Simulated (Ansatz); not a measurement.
Corundum Ga2O3 (metastable phase), treated with r²SCAN (PAW; Ansatz, a quantum-chemistry and plane-wave program).

Settings: plane-wave cutoff 560 eV, 8×8×8 k mesh, Fermi–Dirac smearing 0.01 eV, scalar-relativistic PAW data made under PBE.

Cell (relaxed at this level):

```cif
data_Ga12O18
_chemical_formula_sum 'Ga12 O18'
_space_group_name_H-M_alt 'R-3c :H'
_space_group_IT_number 167
_space_group_name_Hall '-R 3 2"c'
_cell_length_a 4.98439
_cell_length_b 4.98439
_cell_length_c 13.44106
_cell_angle_alpha 90.000
_cell_angle_beta 90.000
_cell_angle_gamma 120.000
loop_
_atom_site_label
_atom_site_type_symbol
_atom_site_symmetry_multiplicity
_atom_site_Wyckoff_symbol
_atom_site_fract_x
_atom_site_fract_y
_atom_site_fract_z
_atom_site_occupancy
Ga1 Ga 12 c 0.00000 0.00000 0.14459 1
O1 O 18 e 0.30364 0.30364 0.25000 1
```
(The calculation used a cell of 10 atoms; values per cell refer to that cell.)

Task: What does this level give for the bulk modulus, band gap, smallest direct gap on the k points sampled and pressure derivative B′ of the bulk modulus?

Result: 
bulk modulus: 234 GPa
band gap: 3.55 eV (indirect)
smallest direct gap on the k points sampled: 3.81 eV
pressure derivative B′ of the bulk modulus: 4.4

Measured, for comparison: bulk modulus 220 ± 9 GPa (room temperature, not corrected to a static lattice, equation of state from high-pressure X-ray diffraction, our sources range from 220 to 252; as tabulated in Phys. Rev. B 77, 094123 (2008), gallium oxide under pressure (UNLV record)). Computed (rounded) less measured: bulk modulus not scored (sources differ).

Note: the bulk modulus comes from volumes at which shape and atoms were relaxed.

Spin–orbit coupling is not included.

Static lattice: no zero-point or thermal effects.
